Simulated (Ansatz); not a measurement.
**A computed series for hypothetical CdI2 type MnF2: thickness series**

Start from MnF2 in the CdI2 type structure (space group P-3m1, No. 164; a = 3.303 Å, c = 4.086 Å; ferromagnetic; a hypothetical phase, not in the database extracts checked; layered, stacked along the Cartesian z axis).

Free-standing slabs (3 atom(s) a layer) normal to the stacking axis with 15 Å of vacuum; in-plane cell relaxed.

Calculations: r2SCAN+rVV10, PAW, 500 eV (Ansatz, an electronic-structure program; no spin-orbit coupling).

Notes on the quantities. electron mass: in plane; excess energy per area of both faces: slab less bulk energy over the cell's area: twice a surface energy.

```json
[
 {"case": "base", "electron mass": "–", "excess energy per area of both faces": "–", "band gap": "2.22 eV"},
 {"case": "1 layer", "electron mass": "0.58 mₑ (at Γ)", "excess energy per area of both faces": "0.25 J/m²", "band gap": "3.02 eV"},
 {"case": "2 layers", "electron mass": "0.53 mₑ (at Γ)", "excess energy per area of both faces": "?", "band gap": "?"},
 {"case": "3 layers", "electron mass": "0.53 mₑ (at Γ)", "excess energy per area of both faces": "0.28 J/m²", "band gap": "2.45 eV"},
 {"case": "4 layers", "electron mass": "0.51 mₑ (at Γ)", "excess energy per area of both faces": "0.28 J/m²", "band gap": "2.37 eV"}
]
```

Question: Fill in the withheld entries from the trend.

Answer: 
- 2 layers, excess energy per area of both faces: 0.27 J/m²
- 2 layers, band gap: 2.61 eV

The excess energy carries the mismatch between the slab's and the bulk's meshes. Effective masses come from finite differences of ±0.01 Å⁻¹. Stability against distortions was not tested. No Hubbard U is applied and the magnetic state is the run's own (MnF2 ferromagnetic); small cells can't hold the antiferromagnetic order that many such compounds have, so gaps and moments can be off.
